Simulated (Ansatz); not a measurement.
The starting structures come from a database of crystals and need not be the phases stable at ambient conditions.

Crystal: B (R-3m, not sure to be the ambient phase, 12 atoms a cell, 7.2 Å³ an atom); planes in its conventional cell.

These are r2SCAN (plane waves, PAW; Ansatz, a quantum-chemistry and plane-wave program) values and carry that method's errors.

The gap is the functional's own, uncorrected, and κ follows it; spin-orbit coupling is left out. Mid-gap values are interpolated between the computed energies.

| plane | area of the cell (Å²) | mid-gap κ (1/Å) | largest κ in the gap (1/Å) |
|---|---|---|---|
| (110) | 35.4 | 0.18 | 0.20 |
| (001) | 20.8 | … | … |
| (100) | 61.3 | 0.18 | 0.20 |

Problem. The slowest decay depends on the direction. Supply the withheld values.

Solution. 
- (001), mid-gap κ (1/Å): 0.24
- (001), largest κ in the gap (1/Å): 0.27
